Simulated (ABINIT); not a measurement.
Band structure of BeSe (F-43m, 2 atoms in the cell).

```yaml
crystal:
  lattice:
    - [0.00000, 2.57000, 2.57000]
    - [2.57000, 0.00000, 2.57000]
    - [2.57000, 2.57000, 0.00000]
  atoms:
    - { symbol: Be, position: [0.00000, 0.00000, 0.00000] }
    - { symbol: Se, position: [0.25000, 0.25000, 0.25000] }
```

Computed with PBE, norm-conserving pseudopotentials (PseudoDojo nc-sr-05 PBE standard) (plane waves; ABINIT 10.0.3).

Settings: pseudos = [Be.upf, Se.upf]; ecut = 44 Ha; occopt = 3; tsmear = 0.00183747 Ha; ngkpt = 9 9 9; nshiftk = 1; shiftk = 0 0 0; potentials = PseudoDojo nc-sr-05 PBE standard; kptopt = 1; nstep = 50; tolvrs1 = 1e-10; ndtset = 2; getden2 = 1.

The starting cell has typed, rounded lattice constants, without a prior relaxation at this level.

### Question
Predict the gap along the standard path and the places of the band edges.

### Answer
The gap along the path is 2.63 eV, from Γ to X; the smallest direct gap on it is 4.39 eV.

Levels in eV from the top of the valence band on the SCF mesh, bands 7 to 14:
```tsv
point	7	8	9	10	11	12	13	14
Γ	-13.81	0.00	0.00	0.00	4.39	5.03	5.03	5.03
X	-12.01	-5.08	-2.66	-2.66	2.63	4.22	11.76	11.76
W	-11.97	-4.41	-3.81	-3.30	6.16	7.16	7.40	8.06
K	-12.03	-4.66	-4.03	-2.22	3.76	6.85	9.74	10.09
L	-12.47	-5.71	-1.08	-1.08	4.36	5.99	5.99	10.04
U	-12.03	-4.66	-4.03	-2.22	3.76	6.85	9.74	10.09
```
